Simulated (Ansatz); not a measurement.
Sc (P6₂22, No. 180, 6 atoms in the cell; start mp-601273; another form than the element's usual one) was calculated with r²SCAN (Ansatz, a quantum-chemistry and plane-wave program, plane waves, PAW).

Settings: plane-wave cutoff 560 eV, 18×18×4 k mesh (along the axes of the cell as run), Fermi–Dirac smearing 0.05 eV, scalar-relativistic PAW data made under PBE.

Cell (relaxed at this level):

Space group P6₂22 (No. 180); a = 3.2619 Å, b = 3.2619 Å, c = 8.1444 Å, α = 90.00°, β = 90.00°, γ = 120.00°

```csv
atom,site,symmetry,x,y,z
Sc,3c,222,0.5000,0.0000,0.0000
```
(The calculation used a cell of 6 atoms; values per cell refer to that cell.)

What does this level give for the bulk modulus B0?


- bulk modulus B0: 52.1 GPa

The run finds no gap.

Note: the bulk modulus is −V dP/dV from two relaxed cells at ±2 % in volume; the relaxation could not lower the start's symmetry, so the cell can be a saddle point above a distorted one.

Static lattice: no zero-point or thermal effects.

Computing time: very roughly 9 core-minutes.

A start named mp-… is a Materials Project structure, which need not be a measured phase.
